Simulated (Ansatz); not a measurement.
```cif
data_Al2N2
_chemical_formula_sum 'Al2 N2'
_space_group_name_H-M_alt 'P63mc'
_space_group_IT_number 186
_space_group_name_Hall 'P 6c -2c'
_cell_length_a 3.08883
_cell_length_b 3.08883
_cell_length_c 4.94305
_cell_angle_alpha 90.000
_cell_angle_beta 90.000
_cell_angle_gamma 120.000
loop_
_atom_site_label
_atom_site_type_symbol
_atom_site_symmetry_multiplicity
_atom_site_Wyckoff_symbol
_atom_site_fract_x
_atom_site_fract_y
_atom_site_fract_z
_atom_site_occupancy
Al1 Al 2 b 0.66667 0.33333 0.00359 1
N1 N 2 b 0.33333 0.66667 0.12161 1
```

Dynamical quadrupoles are not included in the interpolation of the phonons between the solved wave vectors.

Problem. By how much do the lattice constants and the volume change from 300 K to 975 K (the quasi-harmonic free energy, LDA in Ansatz, a program for electronic structure), and how far does the bulk modulus soften?

Solution. a by 0.36 %, c by 0.30 %, the volume by 1.02 %; B_T goes from 204 to 194 GPa. No phase change or melting is allowed for: the numbers belong to this structure as given.

The PAW data sets were generated under PBE and serve the other functionals too.
